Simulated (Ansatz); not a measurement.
Mg2Si under a change: Si → Al

Consider Mg₂Si (space group Fm-3m, No. 225; a = 6.325 Å).

Now apply this change: full substitution Si → Al; the structure is relaxed again.

All numbers come from PBEsol, PAW, 420 eV (Ansatz, a program for electronic structure; spin-orbit coupling left out), earlier PAW set. k-mesh 12×12×12 (Γ-centred); smearing 0.05 eV (Fermi–Dirac), for the changed cell.

```yaml
volume_per_atom: 23.97 Å³ (base 21.09 Å³)
density: 1.75 g/cm³ (base 2.01 g/cm³)
lattice_parameter_a: 6.601 Å (base 6.325 Å)
space_group: Fm-3m (No. 225) (base Fm-3m (No. 225))
shortest_interatomic_distance: 2.858 Å (base 2.739 Å)
band_gap: zero (base 0.12 eV)
```

Final structure:

```
Mg2Al
1.0
    0.00000     3.30070     3.30070
    3.30070     0.00000     3.30070
    3.30070     3.30070     0.00000
Al Mg
1 2
Direct
  0.00000   0.00000   0.00000
  0.25000   0.25000   0.25000
  0.75000   0.75000   0.75000
```

Whether these cells are dynamically stable was not tested. As relaxed here, Mg2Al is a hypothetical phase, not in the database extracts checked. A zero or small gap of Mg2Si can be the functional's error rather than a property of the material.
